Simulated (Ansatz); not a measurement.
Start from ZnS in the zinc blende structure (space group F-43m, No. 216).

```
CELL_PARAMETERS angstrom
      0.00000     2.69456     2.69456
      2.69456     0.00000     2.69456
      2.69456     2.69456     0.00000
ATOMIC_POSITIONS crystal
  S  0.75000 0.75000 0.75000
  Zn 0.00000 0.00000 0.00000
```

Cartesian axes are those of the cell as printed.

The values are results of r2SCAN in Ansatz (plane waves to 500 eV, PAW, scalar-relativistic without spin-orbit coupling), not measurements.

Before the change:

The pressure comes out as 0.00 GPa. The band gap comes out as 2.70 eV.

Now apply this change: uniaxial strain ε_yy = +0.56 %, all other strain components held at zero, atoms relaxed at fixed cell.

Question: How does this affect the pressure and band gap?

Answer: The pressure (mean of the normal stresses, compression positive) goes from zero to -0.44 GPa; the band gap shrinks by 0.03 eV to 2.67 eV.

Whether these cells are dynamically stable was not tested.

Ansatz is a program for electronic structure.
